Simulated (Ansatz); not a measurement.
Band structure of TiCo (Pm-3m, 2 atoms in the cell).

```
CELL_PARAMETERS angstrom
      2.96309     0.00000     0.00000
      0.00000     2.96309     0.00000
      0.00000     0.00000     2.96309
ATOMIC_POSITIONS crystal
  Ti 0.00000 0.00000 0.00000
  Co 0.50000 0.50000 0.50000
```

Level of theory: PBE, PAW files (plane waves; Ansatz, a quantum-chemistry and plane-wave program).

Settings: basis.ecutwfc = 420 eV; kpoints.mp_grid.grid = 9 9 9; hamiltonian.xc = pbe; hamiltonian.pseudopotentials = {kind: paw} (an earlier, softer set of the program's PAW files); scf.occupations.method = fermi_dirac; scf.occupations.width = 0.136 eV; kpoints.band_path.npoints = 8.

The starting cell has typed, rounded lattice constants, without a prior relaxation at this level. Its lattice was rescaled by a random factor within 2.5 % of one. Spin polarisation is off.

Levels in eV from the Fermi level, bands 12 to 18:
| point | 12 | 13 | 14 | 15 | 16 | 17 | 18 |
|---|---|---|---|---|---|---|---|
| Γ | -1.48 | -1.48 | -1.48 | 0.83 | 0.83 | 2.84 | 2.84 |
| X | -1.56 | -1.56 | -1.05 | -0.79 | 0.14 | 0.69 | 0.69 |
| M | -2.46 | -0.59 | -0.13 | 0.66 | 0.66 | 1.29 | 2.69 |
| R | -2.14 | -2.14 | -2.14 | -0.55 | -0.55 | 3.27 | 3.27 |

Bands cross the Fermi level along this path, so the cell is metallic at this level.

Keys are those of Ansatz 0.2.
